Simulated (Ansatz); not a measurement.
A computed series for MgS: carrier doping

The reference is MgS in the rock salt structure (space group Fm-3m, No. 225; a = 5.182 Å).

Carriers are added at fixed cell with a uniform background; the Fermi–Dirac width is that of 300 K.

Calculations: PBEsol (Ansatz, a first-principles code), spin-orbit coupling left out.

Notes on the quantities. Fermi level from band edge: Fermi level relative to the doped band's edge (positive inside the band; to 0.05 eV).

| electron density (10^21 cm⁻³) | Fermi level from band edge (eV) |
|---|---|
| 0.5 | 0.30 |
| 1 | 0.45 |
| 2 | ? |
| 3 | 0.85 |

Question: Fit E_F = C n^s, fitted as a line in log–log form (a parabolic band gives s = 2/3) to the rows shown and predict the withheld row.

Answer: Least squares on the printed values gives C = 0.45 eV, s = 0.58 (largest residual 0.00 eV); this predicts 0.67 eV, and the run gives 0.65 eV, in agreement.

Charged cell with a jellium background: band edges are those of the host's band count, energies are not comparable with the neutral cell, and many-body gap narrowing is missing. No phonon test of stability was made. The base started in P3_121 and relaxed to Fm-3m at this level.
